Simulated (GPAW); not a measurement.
Short convergence ladders for MgB₂ (P6mm, 3 atoms in the cell)

```
MgB2
1.0
    1.55272    -2.68940     0.00000
    1.55272     2.68940     0.00000
    0.00000     0.00000     3.53760
Mg B
1 2
Direct
  0.00000   0.00000   0.01413
  0.33333   0.66667   0.50000
  0.66667   0.33333   0.50000
```

Base method: PBEsol, GPAW PAW datasets PBEsol (made by gpaw-setup) (plane waves; GPAW).

Base settings: mode = pw; ecut = 950 eV; xc = PBEsol; kpts = 6 6 4; mesh shift (steps) = 0 0 0; occupations.name = fermi-dirac; occupations.width = 0.1 eV; nbands = -9; convergence.density = 1e-05 e/electron; symmetry.symmorphic = false.

The count of work is k-points × plane waves × bands × iterations; it is no time. 

**The k-point mesh**

The second cell is the first with its lattice scaled by 0.98.

Only quantities that move along the ladder and can be compared are tabulated.

```tsv
kpts	free energy less the last step's (meV/atom)	energy of the compressed cell less the first (meV/atom)	largest difference of a force vector from the last step's (eV/Å)	count of work / last
2 2 2	444.32	-1.77	0.100	0.021
3 3 3	53.40	-6.35	0.002	0.024
5 5 4	-1.77	-4.37	0.002	0.078
6 6 4	1.66	-3.56	0.006	0.085
7 7 5	-9.81	-3.88	0.004	0.14
9 9 7	0.09	-3.19	0.003	0.25
17 17 13	0.00	-3.44	0.000	1.0
```

Coarsest kpts that holds the forces within 0.01 eV/Å of the last step, with all finer ones: 3 3 3, at 0.024 of the last step's count of work; the step before is off by 0.100 eV/Å.

Coarsest kpts that holds the free energy within 1 meV/atom of the last step, with all finer ones: 9 9 7, at 0.25 of the last step's count of work; the step before is off by 9.8 meV/atom.

Coarsest kpts that holds the energy of the compressed cell less the first within 1 meV/atom of the last step, with all finer ones: 5 5 4, at 0.078 of the last step's count of work; the step before is off by 2.9 meV/atom.

The energy difference between the two cells stays within 1 meV/atom of the last step's from 5 5 4 on, the total only from 9 9 7 on: much of the error is common to both cells and cancels.

**The k-point mesh at a smearing width of 0.3 eV**

In this ladder: occupations.width = 0.3 eV.

Only quantities that move along the ladder and can be compared are tabulated.

| kpts | free energy less the last step's (meV/atom) | count of work / last |
|---|---|---|
| 4 4 3 | 34.74 | 0.021 |
| 6 6 5 | -0.82 | 0.059 |
| 9 9 7 | 0.34 | 0.14 |
| 13 13 10 | 0.01 | 0.36 |
| 20 20 15 | 0.00 | 1.0 |

Coarsest kpts that holds the free energy within 0.5 meV/atom of the last step, with all finer ones: 9 9 7, at 0.14 of the last step's count of work; the step before is off by 0.82 meV/atom.

**The width of cold smearing**

In this ladder: kpts = 10 10 7; occupations.name = marzari-vanderbilt.

Narrow widths need finer meshes than wide ones, so the last steps can hold mesh noise.

Only quantities that move along the ladder and can be compared are tabulated; pressure and forces are left out, as mesh noise rules them at narrow widths.

| occupations.width | free energy less the last step's (meV/atom) |
|---|---|
| 1 eV | 3.85 |
| 0.5 eV | -2.41 |
| 0.3 eV | -1.69 |
| 0.1 eV | 0.00 |

Widest occupations.width that holds the free energy within 2 meV/atom: not settled: the last two steps still differ by 1.7 meV/atom, over half the tolerance, so the ladder does not show it.

On the base run: the starting cell has typed, rounded lattice constants, without a prior relaxation at this level. Its lattice was rescaled by up to half a per cent. One atom was moved a little off its site on purpose. Without a gap this mesh is coarse (it stands for a supercell whose shortest vector is 14 Å).

Left out of this page: 2 runs of the series outside the window shown, repeating another row's setting, or not comparable.
